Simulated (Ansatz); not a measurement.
CaO under load (space group I4/mmm), r2SCAN, rigid bands in Ansatz (a first-principles code). Condition of this run: biaxial stress in (001) of -6.6 GPa (compression positive) (the target of the relaxation). Band gap 4.03 eV, N_c = 1.30e19 cm⁻³ and N_v = 5.53e19 cm⁻³ at 300 K, conductivity masses along y (a = (0.00, 2.46, 2.35) Å; b = (2.46, 0.00, 2.35) Å; c = (2.46, 2.46, 0.00) Å) of 0.456 mₑ (electrons) and 3.39 mₑ (holes). Take k_BT = 0.02585 eV.

What thermal injection velocity √(2k_BT/πm) limits a ballistic channel along the direction named?

7.97e6 cm/s for electrons and 2.92e6 cm/s for holes, a ratio of √(m_h/m_e) = 2.73, for dilute carriers.

Find the intrinsic carrier density and the intrinsic Fermi level.

n_i = √(N_c N_v) exp(−E_g/2k_BT) = 2.68e19 × exp(−77.94) = 3.8e-15 cm⁻³. The level lies (k_BT/2) ln(N_v/N_c) = 19 meV from mid-gap (positive towards the conduction band). Each 0.1 eV added to the gap lowers n_i by a factor of 6.9.

A film of it is 2 nm thick, with its normal along the direction named. Estimate the confinement energies in an infinite well.

ħ²π²/(2m t²) = 0.376 eV·nm²/(m/mₑ × t²) gives 206 meV for electrons and 27.7 meV for holes, so the gap would widen to about 4.26 eV. Finite barriers and nonparabolic bands lower this, and with several valleys or bands the heaviest mass along the normal sets the lowest level, not this average.

Rigid bands with the computed gap; masses take one relaxation time for all states. Spin-orbit coupling is left out; where it splits the top of the valence band, N_v and the p-type Seebeck coefficient come out somewhat high without it. Geometry: cell and atoms relaxed with PBEsol.
